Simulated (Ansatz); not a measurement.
## Effect of pressure −1 GPa on WS2

The parent structure is WS2 in the 2H-MoS2 type structure (space group P6_3/mmc, No. 194; a = 3.154 Å, c = 12.141 Å; layered, stacked along the Cartesian z axis).

Modification: a negative pressure, −1 GPa.

Level of theory: PBE-D3(BJ), PAW, 420 eV (Ansatz, a program for electronic structure; without spin-orbit coupling), earlier PAW set. Settings: 12×12×3 k-points, 0.05 eV Fermi–Dirac smearing.

Volume per atom: 17.84 Å³ (base 17.44 Å³)
Density: 7.70 g/cm³ (base 7.87 g/cm³)
c/a ratio: 3.904 (base 3.849)
Shortest interatomic distance: 2.411 Å (base 2.408 Å)
Enthalpy H = E + PV relative to the base's energy: -0.11 eV/atom
Band gap: 0.98 eV (base 0.88 eV)
Gap character: indirect, Γ → K–Γ (47 % along) (base indirect, Γ → K–Γ (47 % along))
Smallest direct gap: 1.81 eV (base 1.83 eV)
Mean gap deformation potential ΔEg/Δln V: +4.1 eV
Width of the top valence band: 1.82 eV (base 1.88 eV)
Hole mass: 0.84 mₑ along c, 0.61 mₑ across (at Γ) (base 0.89 mₑ along c, 0.56 mₑ across (at Γ))
Valence-band top at Γ (three highest levels, from the VBM): 0.00, -1.19, -1.50 eV (base 0.00, -1.30, -1.42 eV)

Final structure:

```
CELL_PARAMETERS angstrom
      3.16335     0.00000     0.00000
     -1.58167     2.73954     0.00000
      0.00000     0.00000    12.34909
ATOMIC_POSITIONS crystal
  W  0.33333 0.66667 0.25000
  W  0.66667 0.33333 0.75000
  S  0.33333 0.66667 0.62255
  S  0.66667 0.33333 0.12255
  S  0.66667 0.33333 0.37745
  S  0.33333 0.66667 0.87745
```

With W present, leaving out spin-orbit coupling can change the band edges. Load acts through the strain it causes; cell and atoms are relaxed under it. Effective masses come from finite differences of ±0.01 Å⁻¹. Whether these cells are dynamically stable was not tested.
